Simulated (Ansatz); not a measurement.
## BP: Li interstitial (started 1.96 Å from the nearest host atom), symmetric start

Take a 24-atom supercell of BP in the zinc blende structure (space group F-43m, No. 216; a = 4.520 Å) at its relaxed geometry as the base.

It is then changed as follows: a neutral Li interstitial (started 1.96 Å from the nearest host atom), symmetric start, atoms relaxed at fixed cell.

Computed with PBEsol/PAW in Ansatz (a quantum-chemistry and plane-wave program), no SOC. Settings: 5×3×5 k-points, 0.01 eV Fermi–Dirac smearing.

The gap of the supercell changes from 1.21 eV to zero and the total moment of the cell comes out as 0.0 μB. The largest displacement of a host atom from its site in the perfect cell is 0.13 Å and the final site of the added atom comes out as 4 P at 2.06 Å and 6 B at 2.26–2.29 Å.

Other magnetic orders, which the real material may have, were not ruled out. In so small a cell the defect repeats every few ångströms: this is an ordered compound, not a dilute defect. A case with no gap was solved on a k-mesh chosen for an insulator, which is coarse for it. The defect started on the symmetric site and kept its symmetry, so it may sit on a saddle. Seeded moments were not kept for Li interstitial (started 1.96 Å from the nearest host atom). The defect cell is spin-polarised and ends with 0.0 μB.
